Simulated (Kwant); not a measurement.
Device: wire with a row of barriers in a In0.53Ga0.47As two-dimensional gas. Effective mass 0.041 mₑ, grid spacing 15 nm, hard walls, nominal width 300 nm (19 grid rows, so walls 300 nm apart), one parabolic valley, scattering region 1500 nm long along x; energies count from the band bottom; Fermi energy swept from 8.1524e-05 to 0.0009681 eV. 4 barrier(s) across the wire, height 0.0025 eV, thickness 30 nm (about 2 grid columns), spaced by 180 nm.

Constants are typed, rounded textbook-type inputs, not results; the design itself was drawn at random and stands for no fabricated device.

Kwant, effective-mass tight-binding model on a square grid, one spin, coherent transport at 0 K. Conductance is in e²/h.

### Question
How many channels do the leads carry at E = 0.505 meV?

### Answer
The hard-wall thresholds are n² ħ²π²/(2mW²) = n² × 0.102 meV with W = 300 nm. √(0.505/0.102) = 2.23, so 2.
